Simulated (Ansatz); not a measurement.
Zinc-blende BeS: LDA at its full settings (plane-wave cutoff 520 eV, 12×12×12 k mesh, Fermi–Dirac smearing 0.01 eV, scalar-relativistic PAW data made under PBE) and at cheaper ones, in a cell of 2 atoms with Γ-centred meshes.

```
level and setting            lattice parameter a (Å)  bulk modulus B0 (GPa)
---------------------------  -----------------------  ---------------------
LDA (Ansatz)                                   4.796                    102
LDA (2×2×2 k mesh) (Ansatz)                    4.976                   87.7
LDA (4×4×4 k mesh) (Ansatz)                    4.806                    102
```

Largest shifts from the full settings: lattice constant a +3.75 % (LDA (2×2×2 k mesh)), against a difference of -1.52 % of the full result from the reference 4.87 Å (measured, room temperature, not corrected to a static lattice; as tabulated in Narayana, Nesamony, Ruoff (BeS at high pressure; core.ac.uk copy)); bulk modulus -14.0 % (LDA (2×2×2 k mesh)), against a difference of -2.9 % of the full result from the reference 105 GPa (measured, room temperature, not corrected to a static lattice; as tabulated in Narayana, Nesamony, Ruoff, Phys. Rev. B 56, no. 22 (1997)).

Ansatz's density-functional and Hartree–Fock values are scalar-relativistic unless marked +SOC, with PAW data made under PBE.

Run with cheap settings on purpose, which may leave them unconverged: LDA (2×2×2 k mesh), LDA (4×4×4 k mesh).

Ansatz is a program for electronic structure.
